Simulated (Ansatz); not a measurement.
The parent structure is GaSb in the zinc blende structure (space group F-43m, No. 216).

```
CELL_PARAMETERS angstrom
      0.00000     3.02440     3.02440
      3.02440     0.00000     3.02440
      3.02440     3.02440     0.00000
ATOMIC_POSITIONS crystal
  Ga 0.00000 0.00000 0.00000
  Sb 0.25000 0.25000 0.25000
```

Cartesian axes are those of the cell as printed.

Computed with plane-wave PAW DFT at the LDA level (Ansatz, an electronic-structure program, 420 eV), without spin-orbit coupling.

For the base:

| Quantity | Result |
|---|---|
| Shortest interatomic distance | 2.619 Å |

Modification: uniaxial strain ε_zz = +2.00 %, all other strain components held at zero, atoms relaxed at fixed cell.

### Question
What happens to the energy relative to the base and shortest interatomic distance?

### Answer
The energy grows by 2.9 meV/atom; the shortest interatomic distance rises by 0.018 Å to 2.637 Å.

No phonon test of stability was made. All final runs are without spin polarisation.
